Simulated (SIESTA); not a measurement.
## Input and output of a self-consistent single point for AgBr (Fm-3m, 2 atoms in the cell) (SIESTA)

Method of the run: GGA PBE, numerical atomic orbitals DZP, PseudoDojo PBE standard norm-conserving potentials (rewritten from UPF to PSML) in SIESTA.

The input file:

```
# files in the folder: Ag.psml Br.psml (PseudoDojo PBE standard)
SystemName  AgBr
SystemLabel AgBr

NumberOfAtoms                2
NumberOfSpecies              2
%block ChemicalSpeciesLabel
  1 47 Ag
  2 35 Br
%endblock ChemicalSpeciesLabel
LatticeConstant              1.0 Bohr
%block LatticeVectors
     0.000000000    5.468215449    5.468215449
     5.468215449    0.000000000    5.468215449
     5.468215449    5.468215449    0.000000000
%endblock LatticeVectors
AtomicCoordinatesFormat      Bohr
%block AtomicCoordinatesAndAtomicSpecies
     0.000000000    0.000000000    0.000000000  1
     5.468215449    5.468215449    5.468215449  2
%endblock AtomicCoordinatesAndAtomicSpecies

XC.functional                GGA
XC.authors                   PBE
PAO.BasisSize                DZP
PAO.EnergyShift              0.005 Ry
MeshCutoff                   400 Ry
%block kgrid.MonkhorstPack
    4   0   0  0.0
    0   4   0  0.0
    0   0   4  0.0
%endblock kgrid.MonkhorstPack
OccupationFunction           FD
ElectronicTemperature        0.01 eV

MaxSCFIterations             150
SCF.Mixer.Method             Broyden
SCF.Mixer.Weight             0.25
SCF.Mixer.History            6
SCF.DM.Tolerance             1.0E-05
Diag.ParallelOverK           true
WriteForces                  true
Charge.Mulliken              end
```

The program printed (abridged):

```
reinit: Reading from file input.fdf

reinit: System Name: AgBr
reinit: System Label: AgBr

coor:   Atomic-coordinates input format  =     Cartesian coordinates
coor:                                            (in Bohr units)

siesta: Atomic coordinates (Bohr) and species
siesta:      0.00000   0.00000   0.00000  1        1
siesta:      5.46822   5.46822   5.46822  2        2

siesta: System type = bulk

initatomlists: Number of atoms, orbitals, and projectors:      2    32    36

siesta: ******************** Simulation parameters ****************************
redata: Spin configuration                          = none
redata: Time-Reversal Symmetry                      = T
redata: Number of Atomic Species                    =        2
redata: Mesh Cutoff                                 =   400.0000 Ry
redata: Net charge of the system                    =     0.0000 |e|
redata: Min. number of SCF Iter                     =        0
redata: Max. number of SCF Iter                     =      150
redata: SCF convergence failure will abort job
redata: SCF mix quantity                            = Hamiltonian
redata: Mix DM or H after convergence               =   F
redata: Recompute H after scf cycle                 =   F
redata: Mix DM in first SCF step                    =   T
redata: No kicks to SCF
redata: DM Mixing Weight for Kicks                  =     0.5000
redata: Require Harris convergence for SCF          =   F
redata: Harris energy tolerance for SCF             =     0.000100 eV
redata: Require DM convergence for SCF              =   T
redata: DM tolerance for SCF                        =     0.000010
redata: Require EDM convergence for SCF             =   F
redata: EDM tolerance for SCF                       =     0.001000 eV
redata: Require H convergence for SCF               =   T
redata: Hamiltonian tolerance for SCF               =     0.001000 eV
   [... lines left out ...]
diag: Parallel distribution                         =     1 x     1
diag: Used triangular part                          = Lower
diag: Absolute tolerance                            =  0.100E-15
diag: Orthogonalization factor                      =  0.100E-05
diag: Memory factor                                 =  1.0000

superc: Internal auxiliary supercell:     7 x     7 x     7  =     343
superc: Number of atoms, orbitals, and projectors:    686  10976  12348

                        Single-point calculation

superc: Internal auxiliary supercell:     7 x     7 x     7  =     343
superc: Number of atoms, orbitals, and projectors:    686  10976  12348

outcell: Unit cell vectors (Ang):
        0.000000    2.893655    2.893655
        2.893655    0.000000    2.893655
        2.893655    2.893655    0.000000

outcell: Cell vector modules (Ang)   :    4.092246    4.092246    4.092246
outcell: Cell angles (23,13,12) (deg):     60.0000     60.0000     60.0000
outcell: Cell volume (Ang**3)        :     48.4585
new_DM -- step:     1
Initializing Density Matrix...

Attempting to read DM from file... Failed...
DM filled with atomic data:

InitMesh: MESH = 48 x 48 x 48 = 110592
InitMesh: Mesh cutoff (required, used) =   400.000   570.364 Ry

stepf: Fermi-Dirac step function
        iscf     Eharris(eV)        E_KS(eV)     FreeEng(eV)     dDmax    Ef(eV) dHmax(eV)
   scf:    1    -4640.748705    -4644.010276    -4644.011226  0.479167 -2.987769  9.830399
   scf:    2    -4647.156810    -4645.933824    -4645.933824  0.369202 -3.602604  2.794784
   scf:    3    -4646.156512    -4646.082361    -4646.082361  0.136954 -3.919797  0.330547
   scf:    4    -4646.059925    -4646.076222    -4646.076222  0.062241 -3.876160  0.668836
   scf:    5    -4646.088562    -4646.084379    -4646.084379  0.034269 -3.694437  0.067477
   scf:    6    -4646.084501    -4646.084471    -4646.084471  0.004147 -3.674301  0.011481
   scf:    7    -4646.084478    -4646.084475    -4646.084475  0.000966 -3.676883  0.007629
   scf:    8    -4646.084477    -4646.084476    -4646.084476  0.000473 -3.679857  0.000679
   scf:    9    -4646.084476    -4646.084476    -4646.084476  0.000083 -3.680276  0.000242
   scf:   10    -4646.084476    -4646.084476    -4646.084476  0.000033 -3.680343  0.000136
   scf:   11    -4646.084476    -4646.084476    -4646.084476  0.000014 -3.680387  0.000086
   scf:   12    -4646.084476    -4646.084476    -4646.084476  0.000006 -3.680416  0.000064
SCF Convergence by DM+H criterion
max |DM_out - DM_in|         :     0.0000060517
max |H_out - H_in|      (eV) :     0.0000640257
SCF cycle converged after 12 iterations

Using DM_out to compute the final energy and forces

siesta: E_KS(eV) =            -4646.0845

siesta: E_KS - E_eggbox =     -4646.0845

siesta: Atomic forces (eV/Ang):
     1    0.000000   -0.000000    0.000000
     2   -0.000000   -0.000000   -0.000000
   Tot    0.000000   -0.000000   -0.000000
   Max    0.000000
   Res    0.000000    sqrt( Sum f_i^2 / 3N )
   Max    0.000000    constrained

Stress tensor Voigt[x,y,z,yz,xz,xy] (kbar):       -8.37       -8.37       -8.37       -0.04       -0.04       -0.04
(Free)E + p*V (eV/cell)    -4645.8312
Target enthalpy (eV/cell)    -4646.0845

siesta: Program's energy decomposition (eV):
siesta: Ebs     =      -688.744019
siesta: Eions   =      6227.017685
siesta: Ena     =       755.008332
siesta: Ekin    =      1572.305776
siesta: Enl     =         3.402275
siesta: Eso     =         0.000000
siesta: Edftu   =         0.000000
siesta: DEna    =        21.848104
siesta: DUscf   =         0.496613
siesta: DUext   =         0.000000
siesta: Ex      =      -726.651588
siesta: Ec      =       -45.476304
siesta: Exc     =      -772.127892
siesta: Eharris =     -4646.084476
siesta: Etot    =     -4646.084476
siesta: FreeEng =     -4646.084476

siesta: Stress tensor (static) (eV/Ang**3):
siesta:    -0.005226   -0.000028   -0.000028
siesta:    -0.000028   -0.005226   -0.000028
siesta:    -0.000028   -0.000028   -0.005226

siesta: Cell volume =         48.458531 Ang**3

siesta: Pressure (static):
siesta:                Solid            Molecule  Units
siesta:           0.00005692          0.00005692  Ry/Bohr**3
siesta:           0.00522605          0.00522605  eV/Ang**3
siesta:           8.37305956          8.37305956  kBar

mulliken: Atomic and Orbital Populations:

Species: Ag
Atom  Qatom  Qorb
               4s      5s      5s      4py     4pz     4px     5py     5pz
               5px     4dxy    4dyz    4dz2    4dxz    4dx2-y2 4dxy    4dyz
               4dz2    4dxz    4dx2-y2
   1 19.073   2.000   0.771  -0.184   2.002   2.002   2.002   0.208   0.208
              0.208   1.967   1.967   1.897   1.967   1.897   0.007   0.007

              0.069   0.007   0.069

Species: Br
Atom  Qatom  Qorb
               4s      4s      4py     4pz     4px     4py     4pz     4px
               4Pdxy   4Pdyz   4Pdz2   4Pdxz   4Pdx2-y2
   2  6.927   1.810   0.063   1.498   1.498   1.498   0.148   0.148   0.148
              0.020   0.020   0.029   0.020   0.029

mulliken: Qtot =       26.000

Mulliken Atomic Populations:
Atom #   charge [q] valence [e]  Species
     1    -0.072846   19.072846  Ag
     2     0.072846    6.927154  Br
 Total     0.000000
```

The run converged in 12 iterations.

The starting cell has typed, rounded lattice constants, without a prior relaxation at this level. Its lattice was rescaled by up to half a per cent. Values carry the incompleteness of an atom-centred basis.
